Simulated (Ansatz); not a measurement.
Reference: CuI (F-43m), PBEsol, rigid bands (plane waves, PAW, scalar-relativistic; Ansatz, a program for electronic structure); axes and stresses refer to this cell.

```
CELL_PARAMETERS angstrom
      0.00000     2.96958     2.96958
      2.96958     0.00000     2.96958
      2.96958     2.96958     0.00000
ATOMIC_POSITIONS crystal
  Cu 0.25000 0.25000 0.25000
  I  0.00000 0.00000 0.00000
```

- Seebeck coefficient, n-type 1e19 cm⁻³: -93 μV/K
- band gap: 1.18 eV
- hole conductivity mass: 0.73 mₑ

Problem. Change: functional r2SCAN on the same cell. What happens to Seebeck coefficient, n-type 1e19 cm⁻³, band gap, hole conductivity mass?

Solution. Seebeck coefficient, n-type 1e19 cm⁻³ goes up in size to -111 μV/K; band gap grows to 1.80 eV; hole conductivity mass rises to 0.77 mₑ.

Masses are for dilute carriers at 300 K, harmonic means over directions unless an axis is named. Seebeck coefficients are for the stated density at 300 K, with one relaxation time for all states and whether or not that doping can be reached. Spin-orbit coupling is left out unless a row names it; without it the gap and masses of crystals with these elements can be far off.
